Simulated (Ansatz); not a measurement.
Consider SnS in the zinc blende structure (space group F-43m, No. 216; a = 6.410 Å; a cell from a computed database, its experimental status unchecked; relaxed with 0.1 eV smearing). Axes: x, y, z lie along the cube axes.

Level of theory: Ansatz (an electronic-structure program) PBEsol, no spin-orbit coupling.

The change: uniaxial stress, 8 GPa tension along x, with the cell and atoms free to relax against it.

### Question
What does the calculation give for the strain response and energy relative to the base after the change?

### Answer
The strain response (xx, yy, zz) amounts to (+30.32, −20.19, −20.19) %; the energy grows by 13 meV/atom.

Stability under load was not tested beyond the relaxation. The final runs are not spin-polarised. Under uniaxial stress, 8 GPa tension along x the cell changed shape so far that it is another structure.
